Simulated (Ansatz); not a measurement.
Inside the gap of an insulator the Bloch states are evanescent, with a wavenumber k + iκ along the transport direction.

Input:

```yaml
crystal:
  lattice:
    - [7.63226, 0.00000, 0.00000]
    - [-3.81613, 6.60973, 0.00000]
    - [3.81613, 2.20324, 3.11586]
  atoms:
    - { symbol: Fe, position: [0.50000, 0.50000, 0.00000] }
    - { symbol: Fe, position: [0.00000, 0.50000, 0.00000] }
    - { symbol: Fe, position: [0.50000, 0.00000, 0.00000] }
    - { symbol: Fe, position: [0.00000, 0.00000, 0.00000] }
    - { symbol: S, position: [0.50000, 0.88538, 0.38538] }
    - { symbol: S, position: [0.50000, 0.11462, 0.61462] }
    - { symbol: S, position: [0.00000, 0.11462, 0.38538] }
    - { symbol: S, position: [0.00000, 0.88538, 0.61462] }
    - { symbol: S, position: [0.72924, 0.61462, 0.38538] }
    - { symbol: S, position: [0.27076, 0.38538, 0.61462] }
    - { symbol: S, position: [0.77076, 0.38538, 0.84386] }
    - { symbol: S, position: [0.22924, 0.61462, 0.15614] }
```

Space group of this cell: Pa-3. The cell is taken as given; by PBEsol its mean pressure is -6.3 GPa.

Transport runs along the normal of the first two printed cell vectors, the (111) plane of the conventional cell.

No gap correction and no spin-orbit coupling; mid-gap values are interpolated between computed energies.

Question: Compute, with PBEsol in Ansatz (a quantum-chemistry and plane-wave program), the band gap and the smallest decay constant κ at mid-gap.

Answer: Gap 0.60 eV on a 10×10×10 mesh; κ = 0.164 1/Å, at the zone centre.
